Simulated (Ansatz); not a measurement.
Input and output of a self-consistent single point for BaLi₂Mg₂Si₂ (R3m, 7 atoms in the cell) (Ansatz, a first-principles code).

Method of the run: LDA (PW92), default PAW files made with PBE (plane waves; Ansatz).

The change in words: lattice scaled by 0.98; kpoints.mp_grid.grid: 8 8 8 → 5 5 5; scf.occupations.width: 0.0073 Ry → 0.0037 Ry. Reference geometry:
```xyz
7
Lattice="2.2835 1.3184 8.6951 -2.2835 1.3184 8.6951 0.0000 -2.6367 8.6951" Properties=species:S:1:pos:R:3 pbc="T T T"
Ba     0.0000     0.0000     0.0500
Li     0.0000     0.0000    14.8802
Li     0.0000     0.0000    11.2051
Mg     0.0000     0.0000    22.5462
Mg     0.0000     0.0000     3.5391
Si     0.0000     0.0000    19.7700
Si     0.0000     0.0000     6.3153
```

Reference input (self-consistent single point, DFT, LDA (PW92), plane waves, default PAW files made with PBE): basis.ecutwfc = 30.9 Ry; kpoints.mp_grid.grid = 8 8 8; hamiltonian.xc = lda; hamiltonian.pseudopotentials = {kind: paw} (the program's default PAW files); scf.occupations.method = fermi_dirac; scf.occupations.width = 0.0073 Ry. This run's input differs from it in these lines:

Ansatz 0.2 input:
```diff
@@ -2,5 +2,5 @@
   lattice:
-    - [2.28347900, 1.31836700, 8.69510600]
-    - [-2.28347900, 1.31836700, 8.69510600]
-    - [0.00000000, -2.63673400, 8.69510600]
+    - [2.23780900, 1.29200000, 8.52120400]
+    - [-2.23780900, 1.29200000, 8.52120400]
+    - [0.00000000, -2.58399900, 8.52120400]
   atoms:
@@ -17,3 +17,3 @@
   mp_grid:
-    grid: [8, 8, 8]
+    grid: [5, 5, 5]
 hamiltonian:
@@ -25,3 +25,3 @@
     method: fermi_dirac
-    width: 0.0073 Ry
+    width: 0.0037 Ry
 output:
```

Log, with long lists cut:

```
SCF iter   1: F=—  HF=-11205.821704 eV  |F-HF|=—  |Δ(HF+E_count)|=         —  Δρ=5.37e-3  dr2=2.79e-2  ethr=1.77e-3  ⟨swp⟩=8.5  Hψ=2936  notcnv=0  defer=2
all-band conjugate gradients solve this SCF's bands
preconditioner: auto → Resta (q_TF=auto, 2.229 Å⁻¹)
SCF iter   2: F=—  HF=-11205.804240 eV  |F-HF|=—  |Δ(HF+E_count)|=   1.75e-2  Δρ=2.52e-3  dr2=9.83e-3  ethr=6.35e-5  ⟨swp⟩=2.2  Hψ=1229  notcnv=0  defer=21
   [... lines left out ...]
SCF iter   5: F=—  HF=-11205.800610 eV  |F-HF|=—  |Δ(HF+E_count)|=   2.59e-5  Δρ=6.71e-5  dr2=3.23e-5  ethr=4.24e-7  ⟨swp⟩=2.0  Hψ=939  notcnv=0  defer=21
SCF iter   6: F=—  HF=-11205.800613 eV  |F-HF|=—  |Δ(HF+E_count)|=   3.46e-6  Δρ=1.92e-5  dr2=3.30e-6  ethr=7.35e-8  ⟨swp⟩=2.0  Hψ=598  notcnv=0  defer=25
SCF iter   7: F=—  HF=-11205.800613 eV  |F-HF|=—  |Δ(HF+E_count)|=   2.68e-7  Δρ=6.85e-6  dr2=1.67e-7  ethr=7.51e-9  ⟨swp⟩=2.0  Hψ=606  notcnv=0  defer=25
SCF iter   8: F=-11205.800613 eV  HF=-11205.800613 eV  |F-HF|=2.93e-8  |Δ(HF+E_count)|=   6.48e-9  Δρ=2.13e-6  dr2=3.74e-8  ethr=2.27e-10  ⟨swp⟩=10.2  Hψ=2583  notcnv=0
SCF 1 converged in 8 iterations: F = -11205.800613 eV  dr2 = 3.74e-8
Free energy (F): -11205.800613 eV
Internal energy: -11205.792072 eV  (E = F + TS)
E sigma→0 (E₀):  -11205.796342 eV
Entropy (-TS):   -0.008541 eV (-1.220 meV/atom)
Fermi energy:    6.251372 eV
--- Forces (eV/Å), atoms counted from 1 ---
  atom   1  Ba     0.00000000    -0.00000000    -0.23668199
  atom   2  Li     0.00000000     0.00000000     0.01859326
  atom   3  Li     0.00000000     0.00000000     0.05003883
  atom   4  Mg     0.00000000     0.00000000     0.09327859
  atom   5  Mg     0.00000000     0.00000000     0.06728079
  atom   6  Si     0.00000000    -0.00000000    -0.12648217
  atom   7  Si     0.00000000     0.00000000     0.13398921
--- Stress (GPa, compression-positive) ---
       -0.033026       0.000000       0.000000
        0.000000      -0.033026       0.000000
        0.000000       0.000000       0.577473
  P = ⅓ Tr σ = 0.1705 GPa (1.705 kbar)
  The stress holds the Pulay correction. Without it, at fixed plane waves, as pw.x and ABINIT print it: P = 0.1575 GPa
```

The run converged in 8 iterations. Against the reference run the free energy goes down by 3.2 meV/atom, the pressure goes from -2.34 to 0.17 GPa and the largest force goes from 0.205 to 0.237 eV/Å.

The starting cell comes from a database of computed structures (which also holds hypothetical and non-ambient phases and stackings), without a prior relaxation at this level. Its lattice was rescaled by up to half a per cent. One atom was moved a little off its site on purpose. For this run, on top of that: lattice scaled by 0.98. Ansatz's pressure includes its estimate of the finite-basis (Pulay) stress.
